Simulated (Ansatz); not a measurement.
## Pb under a change: Pb → Sb

Consider Pb in the fcc (Cu type) structure (space group Fm-3m, No. 225; a = 4.931 Å).

One thing is altered: every Pb is replaced by Sb; the structure is relaxed again.

The values are results of Ansatz (a first-principles code) PBEsol, no spin-orbit coupling, not measurements. Γ-centred 17×17×17 mesh, Fermi–Dirac width 0.05 eV, for the changed cell.

The density drops by 3.764 g/cm³ (11.48 g/cm³ → 7.71 g/cm³) and the lattice parameter a decreases by 0.216 Å (4.931 Å → 4.715 Å). The shortest interatomic distance drops by 0.153 Å (3.487 Å → 3.334 Å) and the band gap stays zero.

Cost of the whole job for the changed cell (relaxation, final SCF and bands): very roughly 40 core-seconds.

Stability against distortions was not tested. This is not the structure that Sb has at room temperature and ambient pressure.
